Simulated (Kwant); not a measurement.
System: In0.53Ga0.47As/In0.52Al0.48As stack with 2 barriers. One parabolic valley. Leads of mass 0.041 mₑ with the band edge at 0; grid 0.1 nm; bias swept from 0.0208 to 0.43967 V, dropping linearly over the stack. Emitter Fermi level 0.051 eV, 300 K, equal in the collector.

```tsv
layer	thickness (nm)	band offset (eV)	mass (mₑ)
1	1.7	0.52	0.075
2	10.3	0	0.041
3	2.2	0.52	0.075
```

The device is made up for the run: typed textbook-type constants, with dimensions and the other settings drawn at random.

Computed with Kwant: one-band effective-mass tight-binding model in one dimension, coherent, no space charge, current by the Tsu-Esaki formula.

Sweep values stay those of the base run.

The Fermi level in the emitter was swept, all else fixed.

```csv
Fermi level in the emitter (eV),J (A/cm²) at bias = 0.3350 V,J (A/cm²) at bias = 0.1255 V,first peak current (A/cm²),J (A/cm²) at bias = 0.2302 V
0.025,89900,5820,29000,26700
0.038,?,?,?,?
0.051,183000,14800,50200,66000
0.076,313000,35200,74900,144000
```

Question: Fill in the missing entries.

Answer: 
- 0.038, J (A/cm²) at bias = 0.3350 V: 131000
- 0.038, J (A/cm²) at bias = 0.1255 V: 9300
- 0.038, first peak current (A/cm²): 38900
- 0.038, J (A/cm²) at bias = 0.2302 V: 42400
